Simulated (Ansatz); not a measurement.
Consider Zr in the hcp (Mg type) structure (space group P6_3/mmc, No. 194; a = 3.244 Å, c = 5.158 Å; relaxed with 0.1 eV smearing). Axes: x lies along a and z along c of the hexagonal cell.

Structures relaxed with Ansatz (a first-principles code), r2SCAN, PAW, cutoff 500 eV, without spin-orbit coupling.

Base:

Simulated powder pattern, Cu Kα1, λ = 1.54056 Å (kinematic, ideal powder, no thermal factors, no anomalous dispersion; the 8 strongest lines at most, above 2 %, up to 2θ = 90°):

```
2θ (°)  I/Imax (%)    hkl
------  ----------  -----
31.82           24  (100)
34.76           25  (002)
36.38          100  (101)
47.84           15  (102)
56.70           18  (110)
63.37           19  (103)
68.25           21  (112)
69.26           15  (201)
```

Modification: compressive biaxial strain of 2.52 % in the plane normal to [001], as in epitaxy on a mismatched substrate; the out-of-plane cell vector and the atoms relax.

Problem. How do the reflections move or split?

Solution. 
Simulated powder pattern, Cu Kα1, λ = 1.54056 Å (kinematic, ideal powder, no thermal factors, no anomalous dispersion; the 8 strongest lines at most, above 2 %, up to 2θ = 90°):

```csv
2θ (°),I/Imax (%),hkl
32.67,23,(100)
34.03,28,(002)
36.97,100,(101)
47.89,16,(102)
58.30,17,(110)
62.84,21,(103)
69.26,21,(112)
71.07,14,(201)
```

The indices refer to the base's conventional cell; one index is shown for lines that coincide.

Whether these cells are dynamically stable was not tested. The final runs are not spin-polarised.
